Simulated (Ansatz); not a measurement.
We consider Al₂Cu (I4/mcm, No. 140), described by PBEsol-D3(BJ) (Ansatz, a quantum-chemistry and plane-wave program, plane waves, PAW).

Numerical settings: plane-wave cutoff 520 eV, 14×14×14 k mesh, Fermi–Dirac smearing 0.05 eV, no spin polarisation, scalar-relativistic PAW data made under PBE.

Shape and atoms are relaxed at each volume.

Pressure at four volumes; x = ln(V/13.898 Å³). One pressure is withheld.

```
V (Å³/atom)        x  P (GPa)
-----------  -------  -------
13.342       -0.0408     5.36
13.898        0.0000    -0.01
14.176        0.0198    -2.28
14.454        0.0392        ?
```

### Question
Pass a parabola P(x) through the three rows shown, estimate the bulk modulus and its pressure derivative near zero pressure, and predict the withheld pressure.

### Answer
Slopes between the rows: (-0.01 − (5.36))/(0.0000 − (-0.0408)) = -131.62 and (-2.28 − (-0.01))/(0.0198 − (0.0000)) = -114.65 GPa. Their difference over the span 0.0606 is c = 16.97/0.0606 = 280.0 GPa, so P(x) = 5.36 + (-131.62)(x − (-0.0408)) + 280.0 (x − (-0.0408))(x − (0.0000)). At the middle row B = −dP/dx = −[-131.62 + 280.0 × 0.0408] = 120.2 GPa, and B′ = dB/dP = 2c/B = 4.7. At x = 0.0392 the parabola gives -4.29 GPa; the run gives -4.32 GPa. The Birch–Murnaghan fit to the energies at all volumes has B0 = 120 GPa and B′ = 4.5.

Note: the volume lies 6 % below that of the published cell; the bulk modulus comes from volumes at which shape and atoms were relaxed.
